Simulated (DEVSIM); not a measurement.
Structure: abrupt GaAs n-p junction, at 400 K.

Layer 1 from the left is GaAs, thickness (μm) 0.280, Nd (cm⁻³) 1.8e17, τn (s) 1.5e-8, τp (s) 1.5e-8. Layer 2 from the left is GaAs, thickness (μm) 1.00, Na (cm⁻³) 2.2e17, τn (s) 1.5e-8, τp (s) 1.5e-8.

Left contact: ohmic. Right contact: ohmic. Voltage is applied to the left contact. Recombination: SRH at mid-gap, radiative, Auger. Mobility is μmin + (μ − μmin)/(1 + (N/Nref)^α).

The device is made up for the run: typed textbook-type constants, with dimensions and the other settings drawn at random. Values at 300 K; Nc and Nv go as T^1.5, mobilities as T to minus their exponent, the gap by Varshni's rule with the affinity fixed.

GaAs: gap (eV) 1.424, affinity (eV) 4.07, permittivity 12.9, Nc (cm⁻³) 4.7e17, Nv (cm⁻³) 9e18, μn (cm²/Vs) 8500, μp (cm²/Vs) 400, μn,min 500, μp,min 20, Nref,n 6e16, Nref,p 1.5e17, αn 0.39, αp 0.38, T exponent of μn 2.1, T exponent of μp 2.2, B (cm³/s) 2e-10, Cn (cm⁶/s) 1e-30, Cp (cm⁶/s) 1e-30, Varshni α (eV/K) 0.000541, Varshni β (K) 204.

Task: Estimate by hand the built-in potential, the peak field at zero bias, the capacitance at 0.6 V, and compare with a numerical solution.

Result: 
- Built-in potential: ni = √(Nc Nv) exp(−Eg/2kT) = 6.67e9 cm⁻³ with Eg = 1.377 eV; Vbi = kT/q ln(Na Nd/ni²) = 1.187 V; numerical 1.187 V.
- Peak field at zero bias: depletion approximation: W = √(2εVbi/(qN)) = 0.131 μm with N = 9.90e16 cm⁻³; field = 2Vbi/W = 182000 V/cm; numerical 176000 V/cm (estimate above by 3.0 %).
- Capacitance at 0.6 V: C = √(qεN / 2(Vbi + |V|)) = 71.2 nF/cm²; numerical 72.6 nF/cm² (estimate below by 2.0 %).

DEVSIM, 1D drift-diffusion, Boltzmann statistics, complete ionisation; no tunnelling, impact ionisation, image-force lowering or self-heating.
